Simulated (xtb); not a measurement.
xtb 6.7.1, GFN2-xTB: Nb(NH)(OH)(OMe)2 (C[O][Nb](=[NH])([OH])[O]C), 15 atoms. The geometry is a generated start, not checked to be a minimum at this level.

- method = GFN2-xTB
- --acc = 1 (default)
- --etemp (K) = 300 (default)
- detailed input (--input) = none: ANC optimiser, Lindh (1995) Hessian, microcycle=20, maxdispl=1.0, hlow=0.01 (default)
- basis functions = 42
- valence electrons = 44

```xyz
15

Nb    -0.3251     0.1734     0.6013
N     -2.0029    -0.2988     0.2622
H     -2.9484    -0.5840     0.0195
O     -0.3750     0.9287     2.3260
H     -0.9593     1.1500     3.0547
O      0.7438    -1.2981     0.5192
C      1.1732    -2.6038     0.3734
H      1.3817    -2.8152    -0.6859
H      2.0932    -2.7658     0.9525
H      0.3991    -3.3011     0.7295
O      0.2142     1.4193    -0.6176
C      0.1622     2.3144    -1.6675
H     -0.4463     3.1878    -1.3906
H      1.1751     2.6570    -1.9238
H     -0.2853     1.8363    -2.5528
```

Charge 0 and multiplicity 1 are set for this test and not shown to be the ground state.

The structure is relaxed from this start with --opt LEVEL for the levels crude, sloppy, loose, lax, normal, tight, vtight, extreme, once each. Up to the end of the extreme run atoms move by at most 0.75 Å along an axis.

### Question
What is the loosest level that ends within 1 meV of the extreme run, and how many cycles does it take?

### Answer
tight: 45 cycles against 63, ending 0.29 meV above.

```
level    cycles  energy above the extreme run (meV)  gradient norm (eV/Å)
-------  ------  ----------------------------------  --------------------
crude         1                                 9.5                  0.13
sloppy        1                                 9.5                  0.13
loose         1                                 9.5                  0.13
lax           4                                 8.1                 0.066
normal       26                                 2.8                 0.038
tight        45                                0.29                 0.013
vtight       63                          under 0.01                0.0024
extreme      63                                   —                0.0024
```
